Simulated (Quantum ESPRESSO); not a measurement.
Worked example: self-consistent single point of ZrZnF6 (Fm-3m, 8 atoms in the cell) in Quantum ESPRESSO.

Level of theory: PBEsol, PseudoDojo standard norm-conserving (PBESOL) pseudopotentials (plane waves; Quantum ESPRESSO 7.5).

```yaml
crystal:
  lattice:
    - [0.00000, 4.02890, 4.02890]
    - [4.02890, 0.00000, 4.02890]
    - [4.02890, 4.02890, 0.00000]
  atoms:
    - { symbol: Zr, position: [0.00000, 0.00000, 0.00000] }
    - { symbol: Zn, position: [0.50000, 0.50000, 0.50000] }
    - { symbol: F, position: [0.75014, 0.24986, 0.24986] }
    - { symbol: F, position: [0.24986, 0.75014, 0.75014] }
    - { symbol: F, position: [0.24986, 0.75014, 0.24986] }
    - { symbol: F, position: [0.75014, 0.24986, 0.75014] }
    - { symbol: F, position: [0.24986, 0.24986, 0.75014] }
    - { symbol: F, position: [0.75014, 0.75014, 0.24986] }
```

Reference input (self-consistent single point, DFT, PBEsol, plane waves, PseudoDojo standard norm-conserving (PBESOL) pseudopotentials): ecutwfc = 85 Ry; occupations = fixed; potentials = {Zr: Zr.upf, Zn: Zn.upf, F: F.upf}; K_POINTS = automatic 4 4 4 0 0 0; nbnd = 45; conv_thr = 1e-10 Ry. This run's input differs from it in these lines:

```diff
@@ -12,3 +12,3 @@
     ntyp = 3
-    ecutwfc = 85
+    ecutwfc = 68
     occupations = 'fixed'
```

Output, abridged:

```
     Self-consistent Calculation

     iteration #  1     ecut=    68.00 Ry     beta= 0.70

     total energy              =    -814.10985754 Ry
     estimated scf accuracy    <       1.03502752 Ry

     iteration #  2     ecut=    68.00 Ry     beta= 0.70

     total energy              =    -814.28227668 Ry
     estimated scf accuracy    <       1.26240294 Ry

     iteration #  3     ecut=    68.00 Ry     beta= 0.70

     total energy              =    -814.56607015 Ry
     estimated scf accuracy    <       0.04068736 Ry

   [... 6 blocks of this kind left out ...]

     iteration # 10     ecut=    68.00 Ry     beta= 0.70

     total energy              =    -814.57330158 Ry
     estimated scf accuracy    <          5.9E-10 Ry

     iteration # 11     ecut=    68.00 Ry     beta= 0.70
     End of self-consistent calculation

     highest occupied, lowest unoccupied level (ev):     0.7289    7.0466

!    total energy              =    -814.57330158 Ry
     estimated scf accuracy    <          6.7E-11 Ry

     convergence has been achieved in  11 iterations

     Forces acting on atoms (cartesian axes, Ry/au):

     atom    1 type  1   force =    -0.00000000    0.00000000   -0.00000000
     atom    2 type  2   force =     0.00000000   -0.00000000    0.00000000
     atom    3 type  3   force =    -0.00603094    0.00000000    0.00000000
     atom    4 type  3   force =     0.00603094    0.00000000    0.00000000
     atom    5 type  3   force =     0.00000000   -0.00603094    0.00000000
     atom    6 type  3   force =     0.00000000    0.00603094    0.00000000
   [... lines left out ...]

     Total force =     0.014773     Total SCF correction =     0.000004

          total   stress  (Ry/bohr**3)                   (kbar)     P=      -53.09
  -0.00036089  -0.00000000  -0.00000000          -53.09       -0.00       -0.00
  -0.00000000  -0.00036089  -0.00000000           -0.00      -53.09       -0.00
  -0.00000000  -0.00000000  -0.00036089           -0.00       -0.00      -53.09

   JOB DONE.
```

The run converged in 11 iterations. Against the reference run the free energy goes up by 36.3 meV/atom, the pressure goes from -0.82 to -5.31 GPa, the largest force goes from 0.160 to 0.155 eV/Å and the gap on the mesh hardly changes (6.313 to 6.318 eV).

The starting cell comes from a database of computed structures (which also holds hypothetical and non-ambient phases and stackings), without a prior relaxation at this level.

Cost on one core of a shared machine: roughly 70 s.
